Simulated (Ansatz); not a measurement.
## TiC: biaxial strain −0.83 %, plane normal [111], relaxed out of plane

Take TiC in the rock salt structure (space group Fm-3m, No. 225; a = 4.293 Å; relaxed with 0.1 eV smearing) as the base. Axes: x, y, z lie along the cube axes.

Perturbation: biaxial strain −0.83 %, plane normal [111], relaxed out of plane (Cartesian); in-plane vectors clamped, the third vector and the atoms free.

Method: PBEsol/PAW in Ansatz (a first-principles code), no SOC. Γ-centred 23×23×23 mesh, Fermi–Dirac width 0.1 eV.

The space group becomes R-3m (No. 166) (base: Fm-3m (No. 225)) and the shortest interatomic distance shrinks by 0.0082 Å to 2.138 Å. The energy increases by 2.4 meV/atom and the band gap remains zero. The out-of-plane strain amounts to +0.51 % and the ratio −ε⊥/ε∥ is 0.61. The mean in-plane stress (compression positive) is +4.8 GPa.

Final structure (turned so that z lies along the plane normal):

```yaml
crystal:
  lattice:
    - [3.01067, 0.00000, 0.00000]
    - [1.50534, 2.60732, 0.00000]
    - [1.50534, -0.86911, 2.49131]
  atoms:
    - { symbol: Ti, position: [0.00000, 0.00000, 0.00000] }
    - { symbol: C, position: [0.00000, 0.50000, 0.50000] }
```

Cost of the whole job for the changed cell (relaxation, final SCF and bands): very roughly 80 core-seconds.

Whether these cells are dynamically stable was not tested. All final runs are without spin polarisation.
